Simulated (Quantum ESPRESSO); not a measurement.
**Quick settings and what they miss: Hf (P6_3/mmc, 4 atoms in the cell)**

Self-consistent single point.

```xyz
4
Lattice="3.1064 0.0000 0.0000 -1.5532 2.6902 0.0000 0.0000 0.0000 9.9949" Properties=species:S:1:pos:R:3 pbc="T T T"
Hf     0.0000     0.0000     0.0000
Hf     0.0000     0.0000     4.9975
Hf     0.0000     1.7935     2.4987
Hf     1.5532     0.8967     7.4962
```

Level of theory: PBEsol, GBRV 1.5 ultrasoft (PBESOL) pseudopotentials (plane waves; Quantum ESPRESSO 7.5).

Base settings: ecutwfc = 40 Ry; ecutrho = 320 Ry; occupations = smearing; smearing = fd; degauss = 0.0073499 Ry; potentials = {Hf: hf_pbesol_v1.uspp.F.UPF}; K_POINTS = automatic 16 16 5 0 0 0; conv_thr = 1e-09 Ry; mixing_beta = 0.7.

Tight run (finer mesh or higher cutoff; not a proven limit): ecutwfc: 40 Ry → 56 Ry; ecutrho: 320 Ry → 448 Ry; conv_thr: 1e-09 Ry → 7.3e-11 Ry; K_POINTS: automatic 16 16 5 0 0 0 → automatic 22 22 7 0 0 0. It gave Fermi level (on the code's own zero) 15.67 eV; pressure 5.18 GPa.

Quick runs, as changes from the base:
- A: the base itself
- B: ecutwfc: 40 Ry → 24 Ry; ecutrho: 320 Ry → 192 Ry; pseudopotentials: {Hf: hf_pbesol_v1.uspp.F.UPF} → {Hf: hf_lda_v1.uspp.F.UPF}; K_POINTS: automatic 16 16 5 0 0 0 → automatic 3 3 3 1 1 1 [LDA (PZ)]
- C: ecutwfc: 40 Ry → 32 Ry; ecutrho: 320 Ry → 256 Ry; smearing: fd → cold; degauss: 0.0073499 Ry → 0.0147 Ry; K_POINTS: automatic 16 16 5 0 0 0 → automatic 2 2 2 0 0 0
- D: ecutwfc: 40 Ry → 20 Ry; ecutrho: 320 Ry → 160 Ry; smearing: fd → gauss; degauss: 0.0073499 Ry → 0.0099958 Ry; K_POINTS: automatic 16 16 5 0 0 0 → automatic 2 2 2 0 0 0
- E: pseudopotentials: {Hf: hf_pbesol_v1.uspp.F.UPF} → {Hf: hf_lda_v1.uspp.F.UPF}; K_POINTS: automatic 16 16 5 0 0 0 → automatic 4 4 4 0 0 0 [LDA (PZ)]
- F: ecutwfc: 40 Ry → 32 Ry; ecutrho: 320 Ry → 256 Ry; smearing: fd → gauss; degauss: 0.0073499 Ry → 0.036749 Ry; conv_thr: 1e-09 Ry → 7.3e-06 Ry; pseudopotentials: {Hf: hf_pbesol_v1.uspp.F.UPF} → {Hf: hf_lda_v1.uspp.F.UPF}; K_POINTS: automatic 16 16 5 0 0 0 → automatic 6 6 6 0 0 0 [LDA (PZ)]

Energies are extrapolated to zero smearing width, which holds to low order in the width alone (under cold and Methfessel-Paxton smearing the free energy itself is taken).

Dashes: energy of B, E, F, another energy zero; time of B, C, D, under 30 s; pressure of F, not trusted under this conv_thr with d or f elements.

† marks runs with another functional, U, potentials or spin treatment: their distance from the tight run is not a convergence error alone.

The count of work is k-points × plane waves × bands × iterations; it is no time. Core times come from one kind of shared machine and are given to one figure; runs under 30 s give none.

The starting cell was generated: these elements placed on a structure prototype, without a prior relaxation; it need not be a known phase or ordering of this composition. Its lattice was rescaled by a random factor within 2.5 % of one. In the base run, with a pressure of about 4 GPa the cell is away from its equilibrium volume at this level.

```
run  energy less tight (meV/atom)  pressure less tight (GPa)  count of work / tight  core time / tight (rough)
---  ----------------------------  -------------------------  ---------------------  -------------------------
A                            16.8                      -0.82                   0.26                        0.2
B†                              –                      -6.95                  0.011                          –
C                          -558.6                     -10.60                 0.0062                          –
D                          -157.0                     -32.29                 0.0031                          –
E†                              –                      -5.77                  0.038                       0.06
F†                              –                          –                  0.039                       0.04
```

Among the runs at the tight run's level, the energy misses run from 16.8 to 558.6 meV/atom.
